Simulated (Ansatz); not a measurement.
```
CELL_PARAMETERS angstrom
      3.11602     0.00000     0.00000
      0.00000     3.11602     0.00000
      0.00000     0.00000     3.11602
ATOMIC_POSITIONS crystal
  Zn 0.50000 0.50000 0.50000
  Ag 0.00000 0.00000 0.00000
```

The numbers are results of PBEsol, DFPT electron-phonon coupling, linearised Boltzmann equation (plane waves, PAW, scalar-relativistic; Ansatz, a first-principles code), not measurements. Geometry: relaxed with this functional, without spin-orbit coupling.

Task: Estimate the phonon-limited resistivity at 300 K, by direction if it differs.

Result: 5.4 μΩ·cm.

Task: How long is the mean free path there?

Result: 15.6 nm, weighted by the current that each state carries. Wires not much wider than this gain resistivity from their walls.

A metal at this level (no band gap). Only scattering by harmonic phonons is included (no impurities, grain boundaries, electron-electron scattering or thermal expansion). Spin-orbit coupling is left out. Halving the electron mesh (28x28x28) moves the resistivity by up to 7 % at 300 K, the mean free path by up to 5 %. Smearing 0.20 eV; phonons on a 5x5x5 q mesh, which this run doesn't test.

Formula and space group known from diffraction (Crystallography Open Database), not checked to be the room-temperature form: AgZn (Pm-3m).
